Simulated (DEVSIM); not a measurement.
Device: Pt/AlN/n-Ge capacitor, at 300 K.

Layer 1 from the left is AlN, thickness (nm) 5.10. Layer 2 from the left is Ge, thickness (nm) 17000, Nd (cm⁻³) 1.2e15.

Metal gate on the left, work function 5.6 eV. Fixed charge at the semiconductor interface 0 cm⁻² (in units of +e); interface traps 1e10 cm⁻² eV⁻¹, uniform in energy, neutral level at 0.3 of the gap above the valence band.

This is a model device: material constants are rounded textbook-type values typed into the input, and sizes, dopings and lifetimes were drawn at random. Values at 300 K.

AlN: gap (eV) 6.1, affinity (eV) 1.9, permittivity 8.5. Ge: gap (eV) 0.664, affinity (eV) 4, permittivity 16, Nc (cm⁻³) 1.04e19, Nv (cm⁻³) 6e18.

Model (solved in DEVSIM): 1D Poisson equation in equilibrium, Boltzmann statistics, complete ionisation; no quantum confinement or tunnelling. Metal contacts follow the ideal Schottky-Mott rule: no Fermi-level pinning, no interface dipoles.

Task: What does the simulation give for the minimum of the low-frequency capacitance, the flat-band voltage?

Result: minimum of the low-frequency capacitance 0.0366 μF/cm²; flat-band voltage 1.37 V.
